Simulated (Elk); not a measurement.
**Elk run on PbO₂ (P4_2/mnm, 6 atoms in the cell): self-consistent single point**

Method: PBE, all-electron FP-LAPW, Elk's shipped species files, default APW+lo basis (Elk).

Input as run:

```
tasks
  0

xctype
  20

rgkmax
  7.0

rmtscf
  0.82

stype
  0

swidth
  0.00499791

avec
    9.2371097985    0.0000000000    0.0000000000
    0.0000000000    9.2371097985    0.0000000000
    0.0000000000    0.0000000000    6.3042151689

atoms
  2   : nspecies
  'Pb.in'   : spfname
  2   : natoms; atposl, bfcmt below
  0.0000000000  0.0000000000  0.0000000000    0.0 0.0 0.0
  0.5000000000  0.5000000000  0.5000000000    0.0 0.0 0.0
  'O.in'   : spfname
  4   : natoms; atposl, bfcmt below
  0.3074300000  0.3074300000  0.0000000000    0.0 0.0 0.0
  0.6925700000  0.6925700000  0.0000000000    0.0 0.0 0.0
  0.1925700000  0.8074300000  0.5000000000    0.0 0.0 0.0
  0.8074300000  0.1925700000  0.5000000000    0.0 0.0 0.0

ngridk
  6 6 8
```

Output, abridged:

```
│ Elk code version 10.2.4 │

All units are atomic (Hartree, Bohr, etc.)

│ Ground-state run starting from atomic densities │

Lattice vectors :
   9.237109799       0.000000000       0.000000000
   0.000000000       9.237109799       0.000000000
   0.000000000       0.000000000       6.304215169

Unit cell volume      :    537.9020997
Brillouin zone volume :   0.4611437910

Muffin-tin inner radius fraction :   0.1000000000E-01

Nuclei treated as point charges

Species :    1 (Pb)
 parameters loaded from : Pb.in
 name : lead
 nuclear charge    :   -82.00000000
 electronic charge :    82.00000000
 atomic mass :    377702.4940
 muffin-tin radius :    2.296000000
 number of radial points in muffin-tin :    697
 atomic positions (lattice), magnetic fields (Cartesian) :
   1 :   0.00000000  0.00000000  0.00000000    0.00000000  0.00000000  0.00000000
   2 :   0.50000000  0.50000000  0.50000000    0.00000000  0.00000000  0.00000000

Species :    2 (O)
 parameters loaded from : O.in
 name : oxygen
 nuclear charge    :   -8.000000000
 electronic charge :    8.000000000
 atomic mass :    29165.12202
 muffin-tin radius :    1.476000000
 number of radial points in muffin-tin :    297
 atomic positions (lattice), magnetic fields (Cartesian) :
   1 :   0.30743000  0.30743000  0.00000000    0.00000000  0.00000000  0.00000000
   2 :  -0.30743000 -0.30743000  0.00000000    0.00000000  0.00000000  0.00000000
   3 :   0.19257000 -0.19257000  0.50000000    0.00000000  0.00000000  0.00000000
   4 :  -0.19257000  0.19257000  0.50000000    0.00000000  0.00000000  0.00000000

Total number of atoms per unit cell :    6

Spin treatment :
 spin-unpolarised

Number of Bravais lattice symmetries :   16
Number of crystal symmetries         :   16
Crystal has inversion symmetry
Real symmetric eigensolver will be used

k-point grid :      6     6     8
k-point offset :    0.000000000       0.000000000       0.000000000
   [... lines left out ...]
Maximum |G| for potential and density :    12.00000000
 potential will be trimmed for |G| > 2 gkmax
Constant for pseudocharge density :    7
Radial integration step length :    4

G-vector grid sizes :     36    36    25
Number of G-vectors :    15701

Maximum angular momentum used for
 APW functions                      :    8
 outer part of muffin-tin           :    6
 inner part of muffin-tin           :    1

Total nuclear charge    :   -196.0000000
Total core charge       :    144.0000000
Total valence charge    :    52.00000000
Total excess charge     :    0.000000000
Total electronic charge :    196.0000000

Effective Wigner radius, rₛ :   0.8685327243

Number of empty states         :   24
Total number of valence states :   50
Total number of core states    :  144

Total number of local-orbitals :   50

Exchange-correlation functional :     20     0     0
 Perdew-Burke-Ernzerhof, Phys. Rev. Lett. 77, 3865 (1996)
 gradient requirement :    1
 generalised gradient approximation (GGA)

Smearing type :    0
 Gaussian
Smearing width :   0.4997910000E-02
Effective electronic temperature (K) :    1578.215154

Mixing type :    3
 Broyden mixing, J. Phys. A: Math. Gen. 17, L317 (1984)

Kohn-Sham potential initialised from atomic data
│ Self-consistent loop started │
│ Loop number : 1 │
 total energy                :     -42156.2739173
│ Loop number : 2 │
 total energy                :     -42156.8642132
RMS change in Kohn-Sham potential (target) :    1.397942609     (  0.1000000000E-05)
Absolute change in total energy (target)   :   0.5902958780     (  0.1000000000E-03)
│ Loop number : 3 │
 total energy                :     -42156.0711387
RMS change in Kohn-Sham potential (target) :    1.346697310     (  0.1000000000E-05)
Absolute change in total energy (target)   :   0.6455004671     (  0.1000000000E-03)
│ Loop number : 4 │
 total energy                :     -42157.2635666
RMS change in Kohn-Sham potential (target) :   0.5669093868     (  0.1000000000E-05)
Absolute change in total energy (target)   :    1.031052729     (  0.1000000000E-03)
│ Loop number : 5 │
 total energy                :     -42158.1305057
RMS change in Kohn-Sham potential (target) :   0.1705751699     (  0.1000000000E-05)
Absolute change in total energy (target)   :    1.124702339     (  0.1000000000E-03)
   [... lines left out ...]
Absolute change in total energy (target)   :   0.4644902911E-02 (  0.1000000000E-03)
│ Loop number : 13 │
 total energy                :     -42158.5559921
RMS change in Kohn-Sham potential (target) :   0.1929156666E-05 (  0.1000000000E-05)
Absolute change in total energy (target)   :   0.1217178527E-02 (  0.1000000000E-03)
│ Loop number : 14 │
 total energy                :     -42158.5559181
RMS change in Kohn-Sham potential (target) :   0.8825367007E-06 (  0.1000000000E-05)
Absolute change in total energy (target)   :   0.3782091662E-03 (  0.1000000000E-03)
│ Loop number : 15 │
 total energy                :     -42158.5558693
RMS change in Kohn-Sham potential (target) :   0.1503291394E-06 (  0.1000000000E-05)
Absolute change in total energy (target)   :   0.1434328005E-03 (  0.1000000000E-03)
│ Loop number : 16 │
 total energy                :     -42158.5558658
RMS change in Kohn-Sham potential (target) :   0.6051446314E-07 (  0.1000000000E-05)
Absolute change in total energy (target)   :   0.3932483378E-04 (  0.1000000000E-03)
Convergence targets achieved

│ Loop number : 17 │

Energies :
 Fermi                       :     0.208474257972
 sum of eigenvalues          :     -26028.7821889
 electron kinetic            :      49040.1255182
 core electron kinetic       :      48712.4312965
 Coulomb                     :     -90383.2505720
 Coulomb potential           :     -74002.6892447
 nuclear-nuclear             :     -2825.47311282
 electron-nuclear            :     -101112.865674
 Hartree                     :      13555.0882144
 Madelung                    :     -53381.9059496
 xc potential                :     -1066.21846237
 exchange                    :     -804.259114754
 correlation                 :     -11.1716979271
 total energy                :     -42158.5558665

Density of states at Fermi energy :    3.796241587
 (states/Hartree/unit cell)

Estimated indirect band gap :   0.1094750543E-01
 from k-point      1 to k-point      2
Estimated direct band gap   :   0.1519721196E-01
 at k-point      2

Charges :
 core                        :    144.0000000
 valence                     :    52.00000000
 interstitial                :    10.90417555
 muffin-tins (core leakage)
  species :    1 (Pb)
   atom    1                 :    79.04145831     (  0.1287673693E-01)
   atom    2                 :    79.04145831     (  0.1287673693E-01)
  species :    2 (O)
   atom    1                 :    6.753226958     (  0.4799970126E-06)
   atom    2                 :    6.753226958     (  0.4799970126E-06)
   atom    3                 :    6.753226958     (  0.4799970126E-06)
   atom    4                 :    6.753226958     (  0.4799970126E-06)
 total in muffin-tins        :    185.0958245
 total calculated charge     :    195.9798425
 total charge                :    196.0000000
 error                       :   0.2015747449E-01

│ Self-consistent loop stopped │
```

The run converged in 17 iterations. The count includes the last loop, which Elk runs after its targets are met.

The starting cell comes from a database of computed structures (which also holds hypothetical and non-ambient phases and stackings), without a prior relaxation at this level. Its lattice was rescaled by a random factor within 2.5 % of one. Spin-orbit coupling is off. Values depend on the basis (sphere radii, cutoffs, local orbitals), which need not be converged. The run gives no clean gap (levels at the Fermi energy touch, overlap or are partly filled at this smearing), which alone does not show that the compound is a metal. The log's line on a gap gives a spacing of levels on this mesh, which the program prints for metals too.

Cost on one core of a shared machine: roughly 5 min.
